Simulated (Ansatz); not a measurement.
Worked example: self-consistent single point of SrCu9Ge4 (I4/mcm, 28 atoms in the cell) in Ansatz (a first-principles code).

Computed with LDA (PW92), default PAW files made with PBE (plane waves; Ansatz).

```
SrCu9Ge4
1.0
   -4.06452     4.06452     5.85089
    4.06452    -4.06452     5.85089
    4.06452     4.06452    -5.85089
Sr Ge Cu
2 8 18
Direct
  0.25000   0.25000   0.00000
  0.75000   0.75000   0.00000
  0.94154   0.44154   0.14294
  0.44154   0.29860   0.50000
  0.29860   0.79860   0.85706
  0.79860   0.94154   0.50000
  0.55846   0.70140   0.50000
  0.05846   0.55846   0.85706
  0.20140   0.05846   0.50000
  0.70140   0.20140   0.14294
  0.50000   0.00000   0.50000
  0.00000   0.50000   0.50000
  0.79649   0.29649   0.73624
  0.29649   0.56025   0.50000
  0.56025   0.06025   0.26376
  0.06025   0.79649   0.50000
  0.70351   0.43975   0.50000
  0.20351   0.70351   0.26376
  0.93975   0.20351   0.50000
  0.43975   0.93975   0.73624
  0.06190   0.20340   0.26530
  0.20340   0.93810   0.14150
  0.93810   0.79660   0.73470
  0.79660   0.06190   0.85850
  0.43810   0.70340   0.14150
  0.29660   0.43810   0.73470
  0.56190   0.29660   0.85850
  0.70340   0.56190   0.26530
```

Reference input (self-consistent single point, DFT, LDA (PW92), plane waves, default PAW files made with PBE): basis.ecutwfc = 420 eV; kpoints.mp_grid.grid = 3 3 3; hamiltonian.xc = lda; hamiltonian.pseudopotentials = {kind: paw} (the program's default PAW files); scf.occupations.method = fermi_dirac; scf.occupations.width = 0.05 eV. This run's input differs from it in these lines:

Ansatz 0.2 input:
```diff
@@ -42,3 +42,3 @@
 scf:
-  occupations: { method: fermi_dirac, width: 0.05 eV }
+  occupations: { method: fermi_dirac, width: 0.1 eV }
 output:
```

Output, abridged:

```
SCF iter   1: F=—  HF=-158623.029312 eV  |F-HF|=—  |Δ(HF+E_count)|=         —  Δρ=1.55e-2  dr2=4.15e-1  ethr=1.77e-3  ⟨swp⟩=5.2  Hψ=6211  notcnv=0  defer=134
all-band conjugate gradients solve this SCF's bands
preconditioner: auto → Kerker (q_TF=auto, 2.823 Å⁻¹)
SCF iter   2: F=—  HF=-158622.925466 eV  |F-HF|=—  |Δ(HF+E_count)|=   1.04e-1  Δρ=2.51e-3  dr2=1.84e-2  ethr=8.76e-5  ⟨swp⟩=2.0  Hψ=2713  notcnv=0  defer=176
   [... lines left out ...]
SCF iter   7: F=—  HF=-158622.916729 eV  |F-HF|=—  |Δ(HF+E_count)|=   2.92e-6  Δρ=5.83e-5  dr2=2.70e-5  ethr=2.75e-8  ⟨swp⟩=2.0  Hψ=2956  notcnv=0  defer=176
SCF iter   8: F=—  HF=-158622.916625 eV  |F-HF|=—  |Δ(HF+E_count)|=   1.04e-4  Δρ=3.80e-5  dr2=1.19e-5  ethr=5.69e-9  ⟨swp⟩=2.0  Hψ=2848  notcnv=0  defer=176
SCF iter   9: F=—  HF=-158622.916621 eV  |F-HF|=—  |Δ(HF+E_count)|=   3.37e-6  Δρ=1.01e-5  dr2=4.96e-7  ethr=2.51e-9  ⟨swp⟩=2.0  Hψ=2285  notcnv=0  defer=176
SCF iter  10: F=-158622.916621 eV  HF=-158622.916622 eV  |F-HF|=1.01e-7  |Δ(HF+E_count)|=   5.74e-8  Δρ=4.92e-6  dr2=9.48e-8  ethr=2.11e-11  ⟨swp⟩=10.8  Hψ=8685  notcnv=0
SCF 1 converged in 10 iterations: F = -158622.916621 eV  dr2 = 9.48e-8
Free energy (F): -158622.916621 eV
Internal energy: -158622.694634 eV  (E = F + TS)
E sigma→0 (E₀):  -158622.805628 eV
Entropy (-TS):   -0.221987 eV (-7.928 meV/atom)
Fermi energy:    15.276039 eV
--- Forces (eV/Å), atoms counted from 1 ---
  atom   1  Sr    -0.00000000    -0.00000000     0.00000000
  atom   2  Sr     0.00000000     0.00000000     0.00000000
  atom   3  Ge    -0.02337900    -0.02337900     0.25208891
  atom   4  Ge     0.02337900    -0.02337900     0.25208891
  atom   5  Ge     0.02337900     0.02337900     0.25208891
   [... 19 lines left out ...]
  atom  25  Cu    -0.01841556    -0.02218634    -0.00000000
  atom  26  Cu    -0.02218634     0.01841556     0.00000000
  atom  27  Cu     0.01841556     0.02218634    -0.00000000
  atom  28  Cu     0.02218634    -0.01841556     0.00000000
--- Stress (GPa, compression-positive) ---
       -1.900402       0.000000       0.000000
        0.000000      -1.900402       0.000000
       -0.000000       0.000000      -1.022914
  P = ⅓ Tr σ = -1.6079 GPa (-16.079 kbar)
  The stress holds the Pulay correction. Without it, at fixed plane waves, as pw.x and ABINIT print it: P = -1.6808 GPa
```

The run converged in 10 iterations. Against the reference run the free energy drops by 3.5 meV/atom, the pressure moves little (-1.67 to -1.61 GPa) and the largest force hardly changes (0.257 to 0.254 eV/Å).

The starting cell comes from a database of published, mostly measured structures (it also holds non-ambient and calculated ones), without a prior relaxation at this level. Its lattice was rescaled by a random factor within 2.5 % of one. Spin polarisation is off. Ansatz's pressure includes its estimate of the finite-basis (Pulay) stress.

Cost on one core of a shared machine: roughly 30 s.
